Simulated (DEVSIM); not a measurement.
# illuminated Ge n-on-p cell, one wavelength

System: illuminated Ge n-on-p cell, one wavelength, at 250 K.

```tsv
layer (left to right)	material	thickness (μm)	Nd (cm⁻³)	Na (cm⁻³)	τn (s)	τp (s)	absorption coefficient (cm⁻¹)
1	Ge	0.290	2.5e18	-	1.5e-7	2e-7	20000
2	Ge	63.0	-	2.2e15	1.1e-5	1.1e-5	20000
```

Left contact: ohmic, minority hole recombination velocity 3000 cm/s. Right contact: ohmic, minority electron recombination velocity 30000 cm/s. Voltage is applied to the left contact. Recombination: SRH at mid-gap, radiative, Auger. Light enters at the left, 2.2e17 photons cm⁻² s⁻¹, one pass, no reflection. Mobility is constant in doping.

This is a model device: material constants are rounded textbook-type values typed into the input, and sizes, dopings and lifetimes were drawn at random. Values at 300 K; Nc and Nv go as T^1.5, mobilities as T to minus their exponent, the gap by Varshni's rule with the affinity fixed.

```csv
parameter,Ge
gap (eV),0.664
affinity (eV),4
permittivity,16
Nc (cm⁻³),1.04e19
Nv (cm⁻³),6e18
μn (cm²/Vs),3900
μp (cm²/Vs),1900
T exponent of μn,1.66
T exponent of μp,2.33
B (cm³/s),6.4e-14
Cn (cm⁶/s),1e-31
Cp (cm⁶/s),1e-31
Varshni α (eV/K),0.000477
Varshni β (K),235
```

DEVSIM, 1D drift-diffusion, Boltzmann statistics, complete ionisation; no tunnelling, impact ionisation, image-force lowering or self-heating.

```yaml
potential_step_across_the_device_at_zero_bias: 0.493 V
largest_field_in_the_device_at_zero_bias: 68000 V/cm
Dark forward voltage at 1 A/cm²: 0.314 V
Dark forward voltage at 100 A/cm²: 0.448 V
short_circuit_current: 35.2 mA/cm²
open_circuit_voltage: 0.239 V
fill_factor: 0.71
largest_power: 5.97 mW/cm²
share_of_generated_pairs_collected_at_short_circuit: 0.998
```

Dark forward current:

(V (V), J (A/cm²)): (-0.05, -5.0e-6); (-0.10, -5.5e-5); (-0.15, -0.00056); (-0.20, -0.0057); (-0.25, -0.057); (-0.30, -0.55); (-0.35, -4.3); (-0.40, -25); (-0.45, -110); (-0.50, -410); (-0.55, -1400); (-0.60, -4300)

Current under light (generator sign):

```csv
V (V),J (mA/cm²)
0.00,35.2
0.02,35.2
0.04,35.2
0.06,35.2
0.08,35.1
0.10,35.1
0.12,35.0
0.14,34.8
0.16,34.3
0.18,32.9
0.20,29.5
0.22,20.8
0.24,-1.01
```
